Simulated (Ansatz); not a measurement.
BeTe, pressure series

The parent structure is BeTe in the zinc blende structure (space group F-43m, No. 216; a = 5.657 Å).

Cell and atoms are relaxed at each pressure.

The values are results of Ansatz (an electronic-structure program) r2SCAN, without spin-orbit coupling, not measurements.

```
pressure (GPa)  band gap (eV)
--------------  -------------
-2                       2.46
-1                       2.42
0                        2.37
0.9                         ?
2.1                      2.29
4.5                      2.21
9                        2.06
15                       1.88
```

### Question
Fit E_g = E₀ + αP + βP² to the rows shown and predict the withheld row.

### Answer
Least squares on the printed values gives E₀ = 2.38 eV, α = -39.4 meV/GPa, β = 0.43 meV/GPa² (largest residual 0.01 eV); this predicts 2.34 eV, and the run gives 2.34 eV, in agreement.

Spin-orbit coupling, missing from the scalar runs, can matter with Te. Load acts through the strain it causes; cell and atoms are relaxed under it. Whether these cells are dynamically stable was not tested. Competing high-pressure phases were not computed.
